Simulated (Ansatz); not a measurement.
## B₂O₃ (model structure, started from the corundum type, R-3c, No. 167, 10 atoms in the cell)

These are r²SCAN (PAW; Ansatz, a quantum-chemistry and plane-wave program) values and carry that method's errors.

Numerical settings: plane-wave cutoff 560 eV, 10×10×10 k mesh, Fermi–Dirac smearing 0.01 eV, scalar-relativistic PAW data made under PBE.

Cell (relaxed at this level):

```
B2O3
1.0
    2.18168     1.25959     6.18096
   -2.18168     1.25959     6.18096
    0.00000    -2.51918     6.18096
B O
4 6
Direct
  0.41564   0.41564   0.41564
  0.08436   0.08436   0.08436
  0.58436   0.58436   0.58436
  0.91564   0.91564   0.91564
  0.62871   0.87129   0.25000
  0.25000   0.62871   0.87129
  0.87129   0.25000   0.62871
  0.37129   0.12871   0.75000
  0.75000   0.37129   0.12871
  0.12871   0.75000   0.37129
```

```yaml
band_gap: 5.55 eV (indirect)
smallest_direct_gap_on_the_k_points_sampled: 5.98 eV
```

Note: the relaxation could raise the start's symmetry but not lower it, so the cell can be a saddle point; the cell has widely spaced layers and the level no dispersion term, so their spacing and the moduli can rest on weak binding.

Static lattice: no zero-point or thermal effects.

It cost around 30 core-seconds (rough) of CPU time.

A model structure was made by putting elements into a prototype or built by hand; it is no filed structure, need not be a known phase, and can be a saddle point held by its symmetry.
